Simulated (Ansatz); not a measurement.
Response to strain in TaS2

Start from TaS2 in the CdI2 type structure (space group P-3m1, No. 164; layered, stacked along the Cartesian z axis; relaxed with 0.1 eV smearing).

```xyz
3
Lattice="3.3318 0.0000 0.0000 -1.6659 2.8855 0.0000 0.0000 0.0000 5.7852" Properties=species:S:1:pos:R:3 pbc="T T T"
Ta     0.0000     0.0000     0.0000
S      0.0000     1.9236     1.5429
S      1.6659     0.9618     4.2423
```

Strains are applied to the cell and any free atomic positions relax.

All numbers come from PBE-D3(BJ)/PAW in Ansatz (a program for electronic structure), without spin-orbit coupling, earlier PAW set.

Notes on the quantities. pressure: mean of the normal stresses, compression positive.

| isotropic strain (%) | pressure (GPa) |
|---|---|
| -2.92 | 6.5 |
| -0.9 | 1.7 |
| -0.75 | ? |
| 0 | 0.0 |
| 3.02 | -4.3 |

Question: Fit P = P₀ − Bδ + Cδ² with δ = (1 + ε)³ − 1 to the rows shown and predict the withheld row.

Answer: Least squares on the printed values gives P₀ = 0.0 GPa, B = 61.9 GPa (at held cell shape), C = 175 GPa (largest residual 0.0 GPa); this predicts 1.4 GPa, and the run gives 1.4 GPa, in agreement.

Whether these cells are dynamically stable was not tested. The final runs are not spin-polarised. An odd electron count without spin: TaS2.
